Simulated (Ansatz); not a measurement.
Cost and result by functional for the surface energy of the (210) surface of germanium in its 1x1 cell, relaxed from an ideal cut (the real face may reconstruct), outermost plane spacing 0.64 Å in the ideal cut, in Ansatz (plane waves, PAW). Single points on the PBE structure, on one kind of machine; costs are rough ratios of the slab run's core time (references not counted) to the cheapest single point. r2SCAN's cost holds its higher cutoff (500 against 420 eV). Differences are taken against r2SCAN for comparison alone: no measured value is at hand, so the table doesn't rank accuracy.

Model: 18-atom slab, 10.9 Å thick at the start, 5x4x1 mesh, Fermi-Dirac 0.025 eV, dipole correction, all atoms relaxed; held to the start's symmetry, so lower structures may exist; no spin (no spin-polarised run to compare, though such a face may carry moments), no spin-orbit, no U. The slab shows no gap on its mesh. These notes are the PBE run's.

```json
[
 {"functional": "LDA", "relative cost": "1", "surface energy (J/m²)": "1.23", "less r2SCAN (J/m²)": "0.01"},
 {"functional": "RPBE", "relative cost": "1", "surface energy (J/m²)": "0.82", "less r2SCAN (J/m²)": "-0.40"},
 {"functional": "PBEsol", "relative cost": "1", "surface energy (J/m²)": "1.11", "less r2SCAN (J/m²)": "-0.10"},
 {"functional": "r2SCAN", "relative cost": "2", "surface energy (J/m²)": "1.22", "less r2SCAN (J/m²)": "0.00"},
 {"functional": "PBE (the relaxed run's value)", "relative cost": "–", "surface energy (J/m²)": "0.95", "less r2SCAN (J/m²)": "-0.27"}
]
```

The values span 0.41 J/m², while the single points' costs differ by a factor of roughly 2. Differences are of unrounded values.

Ansatz is a program for electronic structure.
